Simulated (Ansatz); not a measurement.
Given:

```
TiO2
1.0
    4.59120     0.00000     0.00000
    0.00000     4.59120     0.00000
    0.00000     0.00000     2.88615
Ti O
2 4
Direct
  0.00000   0.00000   0.00000
  0.50000   0.50000   0.50000
  0.30357   0.30357   0.00000
  0.80357   0.19643   0.50000
  0.19643   0.80357   0.50000
  0.69643   0.69643   0.00000
```

No spin polarisation.

Calculations: Ansatz (a first-principles code) PBEsol, without spin-orbit coupling. Γ-centred 7×7×11 mesh, Fermi–Dirac width 0.05 eV.

Question: What is the computed valence-band top at Γ (three highest levels, from the VBM)?

Answer: 0.00, -0.45, -0.45 eV.

Question: What is the computed pressure (mean of the normal stresses, compression positive)?

Answer: 5.18 GPa.

Question: What is the computed gap character?

Answer: Direct at Γ.

Question: What electron mass does the calculation give?

Answer: 0.51 mₑ along z, 1.1 mₑ across (at Γ).

The cells carry an imposed strain or load. Effective masses come from finite differences of ±0.01 Å⁻¹. Whether these cells are dynamically stable was not tested. The final runs are not spin-polarised. The cell was made from TiO2 in the rutile structure (space group P4_2/mnm, No. 136) by this change: uniaxial strain ε_zz = −1.80 %.
